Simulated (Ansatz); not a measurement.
Consider LiNbO$_{3}$ (space group R3c, No. 161).

```
CELL_PARAMETERS angstrom
      2.59493     1.49819     4.67214
     -2.59493     1.49819     4.67214
      0.00000    -2.99637     4.67214
ATOMIC_POSITIONS crystal
  Li 0.70264 0.70264 0.70264
  Li 0.20264 0.20264 0.20264
  Nb 0.98381 0.98381 0.98381
  Nb 0.48381 0.48381 0.48381
  O  0.62624 0.87386 0.26316
  O  0.87386 0.26316 0.62624
  O  0.26316 0.62624 0.87386
  O  0.76316 0.37386 0.12624
  O  0.37386 0.12624 0.76316
  O  0.12624 0.76316 0.37386
```

Cartesian axes are those of the cell as printed.

Calculations: PBE (Ansatz, an electronic-structure program; PAW; 420 eV plane waves; scalar-relativistic without spin-orbit coupling), earlier PAW set.

For the base:

| Quantity | Value |
|---|---|
| Shortest interatomic distance | 188.4 pm |

The change: tensile biaxial strain of 3.71 % in the plane normal to [001], as in epitaxy on a mismatched substrate; the out-of-plane cell vector and the atoms relax.

Problem. Predict the new shortest interatomic distance and ratio −ε⊥/ε∥.

Solution. The shortest interatomic distance rises by 0.5 pm (188.4 pm → 188.9 pm); the ratio −ε⊥/ε∥ is 0.45.

Stability against distortions was not tested.
